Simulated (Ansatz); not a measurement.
Take Sn in the diamond structure (space group Fd-3m, No. 227; relaxed with 0.1 eV smearing) as the base.

```
CELL_PARAMETERS angstrom
      0.00000     3.23724     3.23724
      3.23724     0.00000     3.23724
      3.23724     3.23724     0.00000
ATOMIC_POSITIONS crystal
  Sn 0.00000 0.00000 0.00000
  Sn 0.25000 0.25000 0.25000
```

Cartesian axes are those of the cell as printed.

Level of theory: DFT with LDA, PAW potentials and a 420 eV plane-wave cutoff in Ansatz (an electronic-structure program), spin-orbit coupling left out.

One thing is altered: biaxial strain +1.67 %, plane normal [111], relaxed out of plane (Cartesian); in-plane vectors clamped, the third vector and the atoms free.

**Question.** How does this affect the energy relative to the base and out-of-plane strain?

**Answer.** The energy goes up by 5.3 meV/atom; the out-of-plane strain amounts to -1.03 %.

Whether these cells are dynamically stable was not tested.
